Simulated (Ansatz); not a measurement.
# CdS, response to strain

The reference is CdS in the zinc blende structure (space group F-43m, No. 216; a = 5.7566 Å). Axes: x, y, z lie along the cube axes.

Strains are applied to the cell and any free atomic positions relax; under biaxial strain the out-of-plane vector relaxes too.

All numbers come from LDA/PAW in Ansatz (a program for electronic structure), scalar-relativistic without spin-orbit coupling.

Candidates:
(a) biaxial strain +2.00 %, plane normal [001], relaxed out of plane
(b) biaxial strain −2.00 %, plane normal [001], relaxed out of plane
(c) biaxial strain −3.00 %, plane normal [001], relaxed out of plane
(d) biaxial strain +1.50 %, plane normal [001], relaxed out of plane
(e) biaxial strain −1.00 %, plane normal [001], relaxed out of plane

Problem. Order them by out-of-plane strain, highest first.

Solution. (c) biaxial strain −3.00 %, plane normal [001], relaxed out of plane (+4.36 %), (b) biaxial strain −2.00 %, plane normal [001], relaxed out of plane (+2.93 %), (e) biaxial strain −1.00 %, plane normal [001], relaxed out of plane (+1.48 %), (d) biaxial strain +1.50 %, plane normal [001], relaxed out of plane (-2.30 %), (a) biaxial strain +2.00 %, plane normal [001], relaxed out of plane (-3.08 %)

No phonon test of stability was made.
